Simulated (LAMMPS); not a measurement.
Consider Cu (fcc), 256 atoms, at 810 K and 5 GPa, heated as the crystal in molecular dynamics.

Computed with MD with a machine-learned potential, pair style snap, file Cu_Zuo_JPCA2020.snap (LAMMPS).

| angle (°) | probability per degree, Cu-Cu-Cu |
|---|---|
| 43.50 | 0.0000 |
| 46.50 | 0.0001 |
| 49.50 | 0.0014 |
| 52.50 | 0.0076 |
| 55.50 | 0.0213 |
| 58.50 | 0.0326 |
| 61.50 | 0.0296 |
| 64.50 | 0.0179 |
| 67.50 | 0.0075 |
| 70.50 | 0.0024 |
| 73.50 | 0.0007 |
| 76.50 | 0.0007 |
| 79.50 | 0.0021 |
| 82.50 | 0.0054 |
| 85.50 | 0.0099 |
| 88.50 | 0.0128 |
| 91.50 | 0.0127 |
| 94.50 | 0.0090 |
| 97.50 | 0.0050 |
| 100.5 | 0.0022 |
| 103.5 | 0.0012 |
| 106.5 | 0.0020 |
| 109.5 | 0.0054 |
| 112.5 | 0.0118 |
| 115.5 | 0.0195 |
| 118.5 | 0.0242 |
| 121.5 | 0.0234 |
| 124.5 | 0.0174 |
| 127.5 | 0.0098 |
| 130.5 | 0.0046 |
| 133.5 | 0.0018 |
| 136.5 | 0.0006 |
| 139.5 | 0.0002 |
| 142.5 | 0.0001 |
| 145.5 | 0.0000 |
| 148.5 | 0.0000 |
| 151.5 | 0.0000 |
| 154.5 | 0.0000 |
| 157.5 | 0.0001 |
| 160.5 | 0.0004 |
| 163.5 | 0.0014 |
| 166.5 | 0.0032 |
| 169.5 | 0.0059 |
| 172.5 | 0.0083 |
| 175.5 | 0.0076 |
| 178.5 | 0.0032 |

Read from the full data:
- state found: crystal; no diffusion seen in 15 ps
- most common Cu-Cu-Cu angle: at the 3° bin centred on 58.5°, after smoothing over three bins (mean of all 97°)

Caution: a run this short can hold a crystal over, or a liquid under, the potential's own melting point, which these runs don't give.
